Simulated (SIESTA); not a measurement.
A self-consistent single point of LaB6 (P1, 7 atoms in the cell) with SIESTA.

Method: GGA PBE, numerical atomic orbitals DZP, PseudoDojo PBE standard norm-conserving potentials (rewritten from UPF to PSML) in SIESTA.

The change in words: lattice scaled by 0.98. Reference geometry:
```yaml
crystal:
  lattice:
    - [4.15261, 0.00000, 0.00000]
    - [0.00000, 4.15261, 0.00000]
    - [0.00000, 0.00000, 4.15261]
  atoms:
    - { symbol: La, position: [0.99806, 0.99790, 0.00376] }
    - { symbol: B, position: [0.79995, 0.50165, 0.50041] }
    - { symbol: B, position: [0.19945, 0.50018, 0.49502] }
    - { symbol: B, position: [0.49983, 0.79580, 0.50063] }
    - { symbol: B, position: [0.50505, 0.19858, 0.50001] }
    - { symbol: B, position: [0.49532, 0.50294, 0.80185] }
    - { symbol: B, position: [0.50234, 0.50294, 0.19831] }
```

Reference input (self-consistent single point, DFT, GGA PBE, numerical atomic orbitals DZP, PseudoDojo PBE standard norm-conserving potentials (rewritten from UPF to PSML)): XC.functional = GGA; XC.authors = PBE; potentials = PseudoDojo PBE standard; PAO.BasisSize = DZP; PAO.EnergyShift = 0.005 Ry; MeshCutoff = 350 Ry; kgrid.MonkhorstPack = 6 6 6; OccupationFunction = FD; ElectronicTemperature = 580.23 K; MaxSCFIterations = 150; SCF.Mixer.Method = Pulay; SCF.Mixer.Weight = 0.1. This run's input differs from it in these lines:

```diff
@@ -12,5 +12,5 @@
 %block LatticeVectors
-     4.152610000    0.000000000    0.000000000
-     0.000000000    4.152610000    0.000000000
-     0.000000000    0.000000000    4.152610000
+     4.069558000    0.000000000    0.000000000
+     0.000000000    4.069558000    0.000000000
+     0.000000000    0.000000000    4.069558000
 %endblock LatticeVectors
@@ -18,9 +18,9 @@
 %block AtomicCoordinatesAndAtomicSpecies
-    -0.008035300   -0.008708023    0.015617966  1
-     3.321859606    2.083177570    2.078015875  2
-     0.828217301    2.077073233    2.055629155  2
-     2.075615667    3.304642885    2.078925297  2
-     2.097267375    0.824612836    2.076325763  2
-     2.056883243    2.088497063    3.329791092  2
-     2.086026260    2.088534436    0.823524852  2
+    -0.007874595   -0.008533863    0.015305608  1
+     3.255422574    2.041514118    2.036455658  2
+     0.811652995    2.035531868    2.014516671  2
+     2.034103453    3.238550187    2.037346891  2
+     2.055322129    0.808120619    2.034799348  2
+     2.015745677    2.046727222    3.263195430  2
+     2.044305835    2.046763848    0.807054395  2
 %endblock AtomicCoordinatesAndAtomicSpecies
```

Output, abridged:

```
        iscf     Eharris(eV)        E_KS(eV)     FreeEng(eV)     dDmax    Ef(eV) dHmax(eV)
   scf:    1    -1384.633193    -1431.796368    -1431.803725  1.563786 -6.961423  7.278049
   scf:    2    -1435.503385    -1433.717408    -1433.725711  0.071622 -6.832325  5.679980
   scf:    3    -1437.744002    -1436.785489    -1436.794814  0.238510 -6.648995  0.413145
   scf:    4    -1436.292354    -1436.636123    -1436.645015  0.062594 -6.637174  1.325994
   scf:    5    -1436.845831    -1436.823904    -1436.832300  0.082785 -6.618638  0.354226
   [... 2 lines left out ...]
   scf:    8    -1436.831613    -1436.831406    -1436.839872  0.001972 -6.615808  0.027154
   scf:    9    -1436.831482    -1436.831448    -1436.839911  0.000630 -6.616228  0.014422
   scf:   10    -1436.831477    -1436.831467    -1436.839927  0.000748 -6.616830  0.000107
   scf:   11    -1436.831467    -1436.831467    -1436.839927  0.000008 -6.616827  0.000074
SCF Convergence by DM+H criterion
max |DM_out - DM_in|         :     0.0000084931
max |H_out - H_in|      (eV) :     0.0000735787
SCF cycle converged after 11 iterations

Using DM_out to compute the final energy and forces

siesta: E_KS(eV) =            -1436.8315

siesta: E_KS - E_eggbox =     -1436.8315

siesta: Atomic forces (eV/Ang):
     1    0.064960    0.101133   -0.120893
     2    0.392788   -0.202457    0.025217
     3   -0.206292   -0.204248    0.256414
     4    0.020580    1.162328   -0.009478
     5   -0.320480   -0.251349    0.038536
     6    0.209331   -0.309363   -0.170513
     7   -0.160140   -0.293413   -0.019885
   Tot    0.000747    0.002632   -0.000602
   Max    1.162328
   Res    0.321796    sqrt( Sum f_i^2 / 3N )
   Max    1.162328    constrained

   [... lines left out ...]
siesta: FreeEng =     -1436.839927
   [... lines left out ...]
siesta:    -0.112306   -0.002564   -0.001066
siesta:    -0.002564   -0.112746    0.000665
siesta:    -0.001066    0.000665   -0.112649

siesta: Cell volume =         67.397180 Ang**3

siesta: Pressure (static):
siesta:                Solid            Molecule  Units
siesta:           0.00122601          0.00111107  Ry/Bohr**3
siesta:           0.11256713          0.10201368  eV/Ang**3
siesta:         180.35242559        163.44392792  kBar
```

The run converged in 11 iterations. Against the reference run the free energy rises by 42.9 meV/atom, the pressure goes from 5.44 to 18.04 GPa and the largest force goes from 0.791 to 1.163 eV/Å.

The starting cell comes from a database of computed structures (which also holds hypothetical and non-ambient phases and stackings), without a prior relaxation at this level. Its atoms were displaced at random from the sites of space group no. 221. For this run, on top of that: lattice scaled by 0.98. Values carry the incompleteness of an atom-centred basis. With a pressure of about 18 GPa the cell is away from its equilibrium volume at this level. Forces in this geometry exceed 1 eV/Å.

Cost on one core of a shared machine: roughly 2 min.
